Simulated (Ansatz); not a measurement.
**Ta in the bcc (W type) structure (space group Im-3m, No. 229)**

```cif
data_Ta2
_chemical_formula_sum 'Ta2'
_space_group_name_H-M_alt 'Im-3m'
_space_group_IT_number 229
_space_group_name_Hall '-I 4 2 3'
_cell_length_a 3.28196
_cell_length_b 3.28196
_cell_length_c 3.28196
_cell_angle_alpha 90.000
_cell_angle_beta 90.000
_cell_angle_gamma 90.000
loop_
_atom_site_label
_atom_site_type_symbol
_atom_site_symmetry_multiplicity
_atom_site_Wyckoff_symbol
_atom_site_fract_x
_atom_site_fract_y
_atom_site_fract_z
_atom_site_occupancy
Ta1 Ta 2 a 0.00000 0.00000 0.00000 1
```
(The calculation used a cell of 1 atom; values per cell refer to that cell.)

The values are results of Ansatz (a first-principles code), PBEsol, PAW, cutoff 420 eV, scalar-relativistic without spin-orbit coupling, not measurements. Settings: 20×20×20 k-points, 0.05 eV Fermi–Dirac smearing.

* **Volume per atom**: 17.68 Å³
* **Density**: 17.00 g/cm³
* **Band gap**: zero
* **Total energy**: -9806.499 eV/atom (σ→0; compares only within this code and set-up)

Stability against distortions was not tested. The final runs are not spin-polarised.
